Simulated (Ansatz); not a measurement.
Base system: Nb in the bcc (W type) structure (space group Im-3m, No. 229; a = 3.2729 Å; relaxed with 0.1 eV smearing). Axes: x, y, z lie along the cube axes.

One thing is altered: compressive biaxial strain of 0.85 % in the plane normal to [001], as in epitaxy on a mismatched substrate; the out-of-plane cell vector and the atoms relax.

Levels (all Ansatz, a first-principles code, PAW, earlier PAW set): PBEsol (420 eV, without spin-orbit coupling); r2SCAN (500 eV, no SOC).

The geometry is relaxed with PBEsol.

```
Quantity           Value
---------------  -------
PBEsol pressure  1.5 GPa
```

What does r2SCAN give at this geometry for the pressure?

The pressure goes up by 5.4 GPa, from 1.5 GPa to 6.9 GPa.

Single points use the geometry relaxed with PBEsol. Their cutoffs differ, which shifts pressures a little. No phonon test of stability was made. The final runs are not spin-polarised.
